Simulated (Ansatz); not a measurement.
## ZnS, point defects

Consider an 8-atom supercell of ZnS in the zinc blende structure (space group F-43m, No. 216; a = 5.357 Å) at its relaxed geometry.

One neutral defect a cell, atoms relaxed at fixed cell.

All numbers come from PBEsol (Ansatz, a quantum-chemistry and plane-wave program, PAW, no SOC), earlier PAW set.

```csv
case,pressure,largest displacement of a host atom from its site in the perfect cell
perfect supercell,0.0 GPa,–
"S on a Zn site (antisite), symmetric start",4.9 GPa,0.15 Å
Zn vacancy,(withheld),(withheld)
"Zn on a S site (antisite), symmetric start",3.1 GPa,0.07 Å
S vacancy,-3.4 GPa,(withheld)
"P on a S site, symmetric start",0.3 GPa,0.02 Å
```

**Question.** Complete the table.

**Answer.** 
- Zn vacancy, pressure: -2.3 GPa
- Zn vacancy, largest displacement of a host atom from its site in the perfect cell: 0.03 Å
- S vacancy, largest displacement of a host atom from its site in the perfect cell: 0.86 Å

Other magnetic orders, which the real material may have, were not ruled out. The cell is small, so the values are those of an ordered compound at a high defect concentration; dilute-limit values will differ. The mesh was chosen for an insulator and is coarse for the gapless case. Defects with a symmetric start kept the site's symmetry and may sit on a saddle; the others started slightly shaken. Starting moments died away, wholly or in part, for S on a Zn site (antisite), Zn on a S site (antisite), S vacancy and P on a S site; another magnetic solution may exist.
